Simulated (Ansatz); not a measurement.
The reference is Cu₃N (space group Pm-3m, No. 221; a = 3.765 Å). Axes: x, y, z lie along the cube axes.

One thing is altered: uniaxial stress, 3 GPa tension along x; all other stress components relax to zero.

Levels (all Ansatz, a quantum-chemistry and plane-wave program, PAW, earlier PAW set): PBEsol (420 eV, scalar-relativistic without spin-orbit coupling); HSE06 (420 eV, no SOC); PBEsol+SOC (420 eV, with spin-orbit coupling).

One geometry, relaxed with PBEsol, under each level:

```
level       band gap  pressure
----------  --------  --------
PBEsol          zero  -1.0 GPa
HSE06              …         –
PBEsol+SOC      zero  -1.0 GPa
```

Task: Give the withheld HSE06 results.

Result: 
- HSE06, band gap: 0.82 eV

Single points use the geometry relaxed with PBEsol. HSE06 gaps are upper bounds (no full band path). Differences between runs with and without spin-orbit coupling are approximate. Load acts through the strain it causes; cell and atoms are relaxed under it. Beyond what the load breaks, stability against distortions was not tested. The runs without spin-orbit coupling are not spin-polarised. Gaps under 0.05 eV, about the width of the smearing, are given as zero. A zero or small gap of Cu3N can be the functional's error rather than a property of the material.
